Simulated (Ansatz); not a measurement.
Results of RPBE (Ansatz, a first-principles code, PAW) for CsCl-type RuAl.

Settings: plane-wave cutoff 520 eV, 18×18×18 k mesh, Fermi–Dirac smearing 0.05 eV, no spin polarisation, scalar-relativistic PAW data made under PBE.

The volume scan:

| V (Å³/atom) | E − E_lowest (meV/atom) | P (GPa) |
|---|---|---|
| 12.961 | 33.58 | 13.75 |
| 13.236 | 14.37 | 8.66 |
| 13.512 | 3.46 | 4.10 |
| 13.788 | 0.00 | 0.00 |
| 14.064 | 3.21 | -3.67 |
| 14.339 | 12.42 | -6.96 |
| 14.615 | 26.99 | -9.92 |

Problem. Estimate the bulk modulus from the pressures at 13.512 and 14.064 Å³/atom, and compare it with a fit to all energies.

Solution. B = −V dP/dV. Between V = 13.512 and 14.064 Å³/atom, dP/dV = (-3.67 − (4.10))/(14.064 − 13.512) = -14.1 GPa per Å³/atom; at the midpoint 13.788 Å³/atom this gives B ≈ 194 GPa. The third-order Birch–Murnaghan fit gives V0 = 13.788 Å³/atom, B0 = 194 GPa, B′ = 4.4, which lies within 1 % of that estimate.

Static lattice: no zero-point or thermal effects.
